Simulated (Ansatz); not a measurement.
The reference is MgS in the rock salt structure (space group Fm-3m, No. 225).

```
MgS
1.0
    0.00000     2.59098     2.59098
    2.59098     0.00000     2.59098
    2.59098     2.59098     0.00000
S Mg
1 1
Cartesian
  0.00000   0.00000   0.00000
  2.59098   2.59098   2.59098
```

Cartesian axes are those of the cell as printed.

The values are results of plane-wave PAW DFT at the PBEsol level (Ansatz, a first-principles code, 420 eV), scalar-relativistic without spin-orbit coupling, not measurements.

Before the change:

- Volume per atom: 17.39 Å³
- Valence-band top at Γ: 0.00, 0.00, 0.00 eV

Modification: uniaxial stress, 3 GPa compression along z, with the cell and atoms free to relax against it.

**Question.** Estimate the effect on the volume per atom.

**Answer.** The volume per atom decreases by 0.19 Å³ (17.39 Å³ → 17.20 Å³).

**Question.** What does the calculation give for the energy relative to the base after the change?

**Answer.** The energy goes up by 3.1 meV/atom.

**Question.** Predict the new valence-band top at Γ.

**Answer.** The valence-band top at Γ (three highest levels, from the VBM) becomes 0.00, 0.00, -0.11 eV (base: 0.00, 0.00, 0.00 eV).

The levels and masses belong to the bands next to the band gap. Load acts through the strain it causes; cell and atoms are relaxed under it. Stability under load was not tested beyond the relaxation.
